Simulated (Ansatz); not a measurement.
**How far PBE and r2SCAN part for CaO**

Base system: CaO in the rock salt structure (space group Fm-3m, No. 225; a = 4.8307 Å).

(Cell as relaxed with PBE.)

Levels (all Ansatz, a quantum-chemistry and plane-wave program, PAW): PBE (420 eV, no spin-orbit coupling); r2SCAN (500 eV, scalar-relativistic without spin-orbit coupling).

Each level relaxes its own structure.

```csv
quantity,PBE,r2SCAN
volume per atom,14.09 Å³,(withheld)
lattice parameter a,4.831 Å,(withheld)
band gap,3.66 eV,(withheld)
gap character,"indirect, Γ → X",(withheld)
electron mass,"1.4 mₑ along k, 0.44 mₑ across",(withheld)
"hole mass (degenerate bands, along [100])","0.35, 2.9, 2.9 mₑ",(withheld)
```

### Question
Given the PBE results, estimate those of r2SCAN.

### Answer

- volume per atom, r2SCAN: 13.78 Å³
- lattice parameter a, r2SCAN: 4.795 Å
- band gap, r2SCAN: 4.20 eV
- gap character, r2SCAN: indirect, Γ → X
- electron mass, r2SCAN: 1.4 mₑ along k, 0.44 mₑ across
- hole mass (degenerate bands, along [100]), r2SCAN: 0.37, 2.9, 2.9 mₑ

PBE's volume per atom lies 0.31 Å³ above r2SCAN's (2.3 %); PBE's lattice parameter a lies 0.036 Å above r2SCAN's (0.7 %); PBE's band gap lies 0.54 eV below r2SCAN's; the two agree on the gap character and electron mass. Neither level is exact; r2SCAN is the comparison here, not a measurement.

Effective masses come from finite differences of ±0.01 Å⁻¹. Along k means along the line from Γ to the band edge. Gaps are Kohn–Sham eigenvalue differences; semilocal functionals usually give less than the measured gap. Whether these cells are dynamically stable was not tested.
